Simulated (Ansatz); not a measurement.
Start from SnTe in the rock salt structure (space group Fm-3m, No. 225).

```yaml
crystal:
  lattice:
    - [0.00000, 3.11741, 3.11741]
    - [3.11741, 0.00000, 3.11741]
    - [3.11741, 3.11741, 0.00000]
  atoms:
    - { symbol: Sn, position: [0.00000, 0.00000, 0.00000] }
    - { symbol: Te, position: [0.50000, 0.50000, 0.50000] }
```

Cartesian axes are those of the cell as printed.

Method: LDA/PAW in Ansatz (a program for electronic structure), no spin-orbit coupling.

Before the change:

```
Item                             Result
-----------------------------  --------
Shortest interatomic distance  311.7 pm
Pressure                        0.0 GPa
```

Now apply this change: compressive biaxial strain of 0.83 % in the plane normal to [111], as in epitaxy on a mismatched substrate; the out-of-plane cell vector and the atoms relax.

How does this affect the shortest interatomic distance?

The shortest interatomic distance shrinks by 0.8 pm, from 311.7 pm to 310.9 pm.

Estimate the effect on the pressure.

The pressure (mean of the normal stresses, compression positive) goes from zero to 0.4 GPa.

The mesh was chosen for an insulator and is coarse for the gapless case. Stability against distortions was not tested. The final runs are not spin-polarised.
